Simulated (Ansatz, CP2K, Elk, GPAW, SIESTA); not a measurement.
# VCu3S4 (P-43m, 8 atoms in the cell) computed with different codes at matched settings

Self-consistent single point.

```
CELL_PARAMETERS angstrom
      5.36988     0.00000     0.00000
      0.00000     5.36988     0.00000
      0.00000     0.00000     5.36988
ATOMIC_POSITIONS crystal
  V  0.00000 0.00000 0.00000
  Cu 0.00000 0.50000 0.00000
  Cu 0.50000 0.00000 0.00000
  Cu 0.00000 0.00000 0.50000
  S  0.76292 0.23708 0.76292
  S  0.23708 0.23708 0.23708
  S  0.23708 0.76292 0.76292
  S  0.76292 0.76292 0.23708
```

Shared settings, as Ansatz (a program for electronic structure) writes them: kpoints.mp_grid.grid = 5 5 5; scf.occupations.method = fermi_dirac; scf.occupations.width = 0.0037 Ry. Potentials and cutoffs stand in the table.

```
code                                                                                                                       model  pressure (GPa)  largest force (eV/Å)  gap on the mesh (eV)       cutoff
------  ------------------------------------------------------------------------------------------------------------------------  --------------  --------------------  --------------------  -----------
Ansatz                                                                                       LDA (PW92), PAW files made with PBE           -4.62                 0.355                 1.182      default
GPAW                                                               LDA (Perdew-Wang 92), GPAW PAW datasets LDA (gpaw-data 1.0.1)           -4.32                 0.322                 1.176       800 eV
Elk                                          LDA (PW92), all-electron FP-LAPW, Elk's shipped species files, default APW+lo basis               –                     –                 1.185      default
CP2K                                        LDA (Pade form), GPW, DZVP-MOLOPT-SR-GTH basis, GTH-PADE potentials (GTH_POTENTIALS)           -3.73                 0.220                 1.196  grid 600 Ry
SIESTA  LDA PW92, numerical atomic orbitals DZP, PseudoDojo LDA standard norm-conserving potentials (rewritten from UPF to PSML)           -5.10                 0.130                 1.201  grid 300 Ry
```

A dash marks a value that a program does not give, or that is left out as unsure.

Gaps are read on the mesh.

The spread over the programs that give each value: pressure within 1.37 GPa; largest force within 0.225 eV/Å; gap on the mesh within 0.025 eV.

CP2K and SIESTA use small atom-centred bases, whose incompleteness enters pressures, forces and empty levels differently from a plane-wave cutoff. Elk treats all electrons, but the usual bases taken here (sphere radii, linearisation, local orbitals, empty states) were not tested for convergence, so the values are no reference for the others. Ansatz's pressure is given at a fixed set of plane waves, as the other plane-wave codes print theirs; with its correction for the finite basis it is -4.55 GPa. In the force vectors, CP2K (by 0.119) and SIESTA (by 0.208) lie more than 0.08 eV/Å from the median of the plane-wave programs.

The starting cell comes from a database of computed structures (which also holds hypothetical and non-ambient phases and stackings), without a prior relaxation at this level.

Keys are those of Ansatz 0.2.
